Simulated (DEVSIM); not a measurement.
System: Schottky contact on n-type In0.53Ga0.47As, at 350 K.

```csv
layer (left to right),material,thickness (μm),Nd (cm⁻³),τn (s),τp (s)
1,In0.53Ga0.47As,0.630,5.4e15,2.9e-9,2.9e-9
```

Left contact: Schottky, work function 5.05 eV, emission velocity 4.3e6 cm/s. Right contact: ohmic. Voltage is applied to the left contact. Recombination: SRH at mid-gap, radiative. Mobility is μmin + (μ − μmin)/(1 + (N/Nref)^α).

This is a model device: material constants are rounded textbook-type values typed into the input, and sizes, dopings and lifetimes were drawn at random. Values at 300 K; Nc and Nv go as T^1.5, mobilities as T to minus their exponent, the gap by Varshni's rule with the affinity fixed.

| parameter | In0.53Ga0.47As |
|---|---|
| gap (eV) | 0.74 |
| affinity (eV) | 4.51 |
| permittivity | 13.9 |
| Nc (cm⁻³) | 2.1e17 |
| Nv (cm⁻³) | 7.7e18 |
| μn (cm²/Vs) | 12000 |
| μp (cm²/Vs) | 300 |
| μn,min | 300 |
| μp,min | 10 |
| Nref,n | 1.3e17 |
| Nref,p | 4.9e17 |
| αn | 0.48 |
| αp | 0.4 |
| T exponent of μn | 1.6 |
| T exponent of μp | 1.6 |
| B (cm³/s) | 9.6e-11 |
| Varshni α (eV/K) | 0.00035 |
| Varshni β (K) | 190 |

Model (solved in DEVSIM): 1D drift-diffusion, Boltzmann statistics, complete ionisation; no tunnelling, impact ionisation, image-force lowering or self-heating. Metal contacts follow the ideal Schottky-Mott rule: no Fermi-level pinning, no interface dipoles.

The metal work function was swept, all else fixed.

```json
[
 {"metal work function (eV)": "4.9", "potential step across the device at zero bias (V)": "0.273", "dark forward voltage at 100 A/cm² (V)": "0.167", "largest field in the device at zero bias (V/cm)": "18000"},
 {"metal work function (eV)": "4.95", "potential step across the device at zero bias (V)": "0.323", "dark forward voltage at 100 A/cm² (V)": "0.216", "largest field in the device at zero bias (V/cm)": "20000"},
 {"metal work function (eV)": "5", "potential step across the device at zero bias (V)": "0.373", "dark forward voltage at 100 A/cm² (V)": "0.266", "largest field in the device at zero bias (V/cm)": "23000"},
 {"metal work function (eV)": "5.05", "potential step across the device at zero bias (V)": "0.423", "dark forward voltage at 100 A/cm² (V)": "0.312", "largest field in the device at zero bias (V/cm)": "27000"},
 {"metal work function (eV)": "5.1", "potential step across the device at zero bias (V)": "0.473", "dark forward voltage at 100 A/cm² (V)": "0.352", "largest field in the device at zero bias (V/cm)": "38000"},
 {"metal work function (eV)": "5.15", "potential step across the device at zero bias (V)": "0.523", "dark forward voltage at 100 A/cm² (V)": "0.378", "largest field in the device at zero bias (V/cm)": "69000"},
 {"metal work function (eV)": "5.2", "potential step across the device at zero bias (V)": "0.573", "dark forward voltage at 100 A/cm² (V)": "0.388", "largest field in the device at zero bias (V/cm)": "140000"},
 {"metal work function (eV)": "5.25", "potential step across the device at zero bias (V)": "0.623", "dark forward voltage at 100 A/cm² (V)": "0.391", "largest field in the device at zero bias (V/cm)": "280000"}
]
```

From the first row to the last the potential step across the device at zero bias goes from 0.273 to 0.623. From the first row to the last the dark forward voltage at 100 A/cm² goes from 0.167 to 0.391.
